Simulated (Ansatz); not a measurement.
Ansatz (an electronic-structure program) run on V (Im-3m, 1 atom in the cell): self-consistent single point.

Method: PBE (plane waves, PAW; Ansatz).

```
V
1.0
   -1.50743     1.50743     1.50743
    1.50743    -1.50743     1.50743
    1.50743     1.50743    -1.50743
V
1
Direct
  0.00000   0.00000   0.00000
```

Reference input (self-consistent single point, DFT, PBE, plane waves, default PAW files): basis.ecutwfc = 30.9 Ry; kpoints.mp_grid.grid = 15 15 15; hamiltonian.xc = pbe; hamiltonian.pseudopotentials = {kind: paw} (the program's default PAW files); scf.occupations.method = gaussian; scf.occupations.width = 0.0073 Ry. This run's input differs from it in these lines:

Ansatz 0.2 input:
```diff
@@ -10,3 +10,3 @@
 kpoints:
-  mp_grid: { grid: [15, 15, 15] }
+  mp_grid: { grid: [24, 24, 24] }
 hamiltonian:
@@ -15,3 +15,3 @@
 scf:
-  occupations: { method: gaussian, width: 0.0073 Ry }
+  occupations: { method: cold, width: 0.0007 Ry }
 output:
```

Output (repeated stretches shortened):

```
SCF iter   1: F=—  HF=-2912.407858 eV  |F-HF|=—  |Δ(HF+E_count)|=         —  Δρ=4.33e-3  dr2=7.04e-4  ethr=1.77e-3  ⟨swp⟩=4.0  Hψ=21763  notcnv=0
all-band conjugate gradients solve this SCF's bands
preconditioner: auto → none
SCF iter   2: F=—  HF=-2912.407863 eV  |F-HF|=—  |Δ(HF+E_count)|=   5.54e-6  S|Δr|=    0.00e0  Δρ=2.19e-3  dr2=1.81e-4  ethr=5.42e-6  ⟨swp⟩=2.0  Hψ=9412  notcnv=0  defer=73
SCF iter   3: F=—  HF=-2912.407919 eV  |F-HF|=—  |Δ(HF+E_count)|=   5.53e-5  S|Δr|=    0.00e0  Δρ=3.48e-4  dr2=1.21e-5  ethr=1.39e-6  ⟨swp⟩=2.9  Hψ=7617  notcnv=0  defer=74
SCF iter   4: F=—  HF=-2912.407910 eV  |F-HF|=—  |Δ(HF+E_count)|=   9.07e-6  S|Δr|=    0.00e0  Δρ=4.45e-5  dr2=2.41e-7  ethr=9.28e-8  ⟨swp⟩=2.5  Hψ=6684  notcnv=0  defer=74
SCF iter   5: F=-2912.407910 eV  HF=-2912.407910 eV  |F-HF|=1.52e-8  |Δ(HF+E_count)|=   4.79e-8  S|Δr|=    0.00e0  Δρ=1.46e-5  dr2=2.22e-8  ethr=7.69e-10  ⟨swp⟩=4.3  Hψ=16044  notcnv=0
SCF 1 converged in 5 iterations: F = -2912.407910 eV  dr2 = 2.22e-8
Stability not checked (fill_not_monotonic)
Free energy (F): -2912.407910 eV
Internal energy: -2912.407887 eV  (E = F + TS)
E sigma→0 (E₀):  -2912.407902 eV
Entropy (-TS):   -0.000022 eV (-0.022 meV/atom)
Fermi energy:    16.194408 eV
--- Forces (eV/Å), atoms counted from 1 ---
  atom   1  V     -0.00000000     0.00000000    -0.00000000
--- Stress (GPa, compression-positive) ---
       -3.255199      -0.000000       0.000000
        0.000000      -3.255199       0.000000
        0.000000      -0.000000      -3.255199
  P = ⅓ Tr σ = -3.2552 GPa (-32.552 kbar)
  The stress holds the Pulay correction. Without it, at fixed plane waves, as pw.x and ABINIT print it: P = -3.3414 GPa
```

The run converged in 5 iterations. Against the reference run the free energy goes up by 6.6 meV/atom and the pressure goes from -3.38 to -3.26 GPa.

The starting cell has typed, rounded lattice constants, without a prior relaxation at this level. Its lattice was rescaled by up to half a per cent. Spin polarisation is off. With a pressure of about -3 GPa the cell is away from its equilibrium volume at this level. Ansatz's pressure includes its estimate of the finite-basis (Pulay) stress.
